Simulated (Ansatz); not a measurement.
# Rutile MgH₂: elastic constant C13 by level of theory

No measured value is used here.

```tsv
level (code)	value (GPa)	cell (Å³/atom)
LDA (Ansatz)	(withheld)	9.72
PBE (Ansatz)	29.1	10.24
PBEsol (Ansatz)	30.8	10.04
r²SCAN (Ansatz)	28.9	10.04
```

Fill in the missing entries.


- LDA (Ansatz, an electronic-structure program), value (GPa): 32.6

Each level is taken at its own relaxed cell. Cutoffs differ between the levels. Ansatz's density-functional and Hartree–Fock values are scalar-relativistic unless marked +SOC, with PAW data made under PBE.
